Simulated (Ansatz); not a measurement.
The starting structures come from a database of crystals and need not be the phases stable at ambient conditions.

Where the default PAW files enter, the runs use the earlier of Ansatz's two default sets.

**Evanescent states of WO3 (Pm-3m, ReO3 type, not sure to be the ambient phase, 4 atoms a cell, 13.8 Å³ an atom) along the normal of (111)**

Computed with PBEsol (plane waves, PAW; Ansatz, a quantum-chemistry and plane-wave program).

The gap is the functional's own. No spin-orbit coupling. Mid-gap values are those at the computed energy nearest the middle.

Energies count from the valence-band top; κ is the least over a 12×12 mesh across the current.

```json
[
 {"E (eV)": "0.03", "κ (1/Å)": "0.099", "where": "Γ"},
 {"E (eV)": "0.07", "κ (1/Å)": "0.144", "where": "Γ"},
 {"E (eV)": "0.12", "κ (1/Å)": "0.139", "where": "Γ"},
 {"E (eV)": "0.17", "κ (1/Å)": "?", "where": "Γ"},
 {"E (eV)": "0.23", "κ (1/Å)": "?", "where": "Γ"},
 {"E (eV)": "0.28", "κ (1/Å)": "?", "where": "Γ"},
 {"E (eV)": "0.33", "κ (1/Å)": "?", "where": "Γ"},
 {"E (eV)": "0.38", "κ (1/Å)": "?", "where": "Γ"},
 {"E (eV)": "0.42", "κ (1/Å)": "?", "where": "Γ"},
 {"E (eV)": "0.47", "κ (1/Å)": "0.077", "where": "Γ"},
 {"E (eV)": "0.53", "κ (1/Å)": "0.058", "where": "Γ"},
 {"E (eV)": "0.57", "κ (1/Å)": "0.024", "where": "Γ"}
]
```

Task: Fill in the missing entries.

Result: 
- 0.17, κ (1/Å): 0.134
- 0.23, κ (1/Å): 0.128
- 0.28, κ (1/Å): 0.121
- 0.33, κ (1/Å): 0.113
- 0.38, κ (1/Å): 0.103
- 0.42, κ (1/Å): 0.091
